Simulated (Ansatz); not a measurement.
SiO2 (P3_221), PBEsol, rigid bands run with Ansatz (a first-principles code): N_c = 9.30e18 cm⁻³ at 300 K and an electron conductivity mass of 0.498 mₑ along z (a = (4.95, 0.00, 0.00) Å; b = (-2.47, 4.29, 0.00) Å; c = (0.00, 0.00, 5.44) Å).

Problem. For 1e16 electrons per cm³ at 300 K, place the Fermi level, estimate the Seebeck coefficient of a parabolic band with constant τ, and give mobility and conductivity for τ = 5 fs.

Solution. The level lies k_BT ln(N_c/n) = 0.177 eV below the conduction-band minimum. S ≈ −(k_B/e)[ln(N_c/n) + 5/2] = -804 μV/K, against -800 μV/K from the full bands (mean over directions). μ = eτ/m = 17.7 cm²/(V·s) and σ = neμ = 0.0283 S/cm. τ is assumed, not computed.

Band transport and this doping are assumed; polarons and phonon drag are left out. Spin-orbit coupling is left out.
